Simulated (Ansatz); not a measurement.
Take GaCuSe2 in the chalcopyrite structure (space group I-42d, No. 122; a = 5.608 Å, c = 11.098 Å) as the base. Axes: x, y, z lie along a, b, c of the conventional cell.

Method: r2SCAN/PAW in Ansatz (a quantum-chemistry and plane-wave program), spin-orbit coupling left out.

Perturbation: the cell is compressed by 3.32 % along z with no lateral relaxation, atoms relaxed at fixed cell.

Predict the new stress.

The stress (xx, yy, zz, yz, xz, xy; compression positive) amounts to (2.11, 2.11, 3.37, 0.00, 0.00, 0.00) GPa.

How does this affect the energy relative to the base?

The energy rises by 7.5 meV/atom.

The cells carry an imposed strain or load. No phonon test of stability was made. The final runs are not spin-polarised.
